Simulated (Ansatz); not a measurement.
The reference is SbSI (space group Pnma, No. 62; a = 8.460 Å, b = 4.037 Å, c = 10.187 Å).

Level of theory: PBEsol (Ansatz, a first-principles code; PAW; 420 eV plane waves; no spin-orbit coupling), earlier PAW set.

Before the change:

```
Item        Result
--------  --------
Pressure  0.00 GPa
```

Now apply this change: an isotropic linear strain of −1.95 %, atoms relaxed at fixed cell.

Question: Estimate the effect on the energy relative to the base and pressure.

Answer: The energy goes up by 7.0 meV/atom; the pressure (mean of the normal stresses, compression positive) goes from zero to 1.48 GPa.

Stability against distortions was not tested. The base started in Pna2_1 and relaxed to Pnma at this level.
